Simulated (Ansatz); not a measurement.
Results of r²SCAN in Ansatz (PAW) for BaMgF₄ (Cmc2₁, No. 36, 12 atoms in the cell; start COD 2104453).

Run with plane-wave cutoff 560 eV, 8×8×6 k mesh (along the axes of the cell as run), Fermi–Dirac smearing 0.01 eV, scalar-relativistic PAW data made under PBE.

Cell (measured lattice):

```cif
data_Ba4F16Mg4
_chemical_formula_sum 'Ba4 Mg4 F16'
_space_group_name_H-M_alt 'Cmc21'
_space_group_IT_number 36
_space_group_name_Hall 'C 2c -2'
_cell_length_a 4.12100
_cell_length_b 14.48800
_cell_length_c 5.81500
_cell_angle_alpha 90.000
_cell_angle_beta 90.000
_cell_angle_gamma 90.000
loop_
_space_group_symop_operation_xyz
  'x, y, z'
  '-x, -y, z+1/2'
  '-x, y, z'
  'x, -y, z+1/2'
  'x+1/2, y+1/2, z'
  '-x+1/2, -y+1/2, z+1/2'
  '-x+1/2, y+1/2, z'
  'x+1/2, -y+1/2, z+1/2'
loop_
_atom_site_label
_atom_site_type_symbol
_atom_site_symmetry_multiplicity
_atom_site_Wyckoff_symbol
_atom_site_fract_x
_atom_site_fract_y
_atom_site_fract_z
_atom_site_occupancy
Ba1 Ba 4 a 0.00000 0.14830 0.03730 1
Mg1 Mg 4 a 0.00000 0.41440 0.00000 1
F1 F 4 a 0.00000 0.07870 0.49170 1
F2 F 4 a 0.00000 0.52500 0.19000 1
F3 F 4 a 0.00000 0.33460 0.26680 1
F4 F 4 a 0.00000 0.69590 0.30500 1
```
(The calculation used a cell of 12 atoms; values per cell refer to that cell.)

Question: Give the computed band gap and smallest direct gap on the k points sampled.

Answer: 
- band gap = 8.00 eV
- smallest direct gap on the k points sampled = 8.05 eV

Note: the file's cell can be that of a phase stable at another temperature; cell and atoms aren't relaxed at this level (largest force component 0.06 eV/Å, pressure 0.2 GPa).

Spin–orbit coupling is not included.

Ansatz is a quantum-chemistry and plane-wave program.
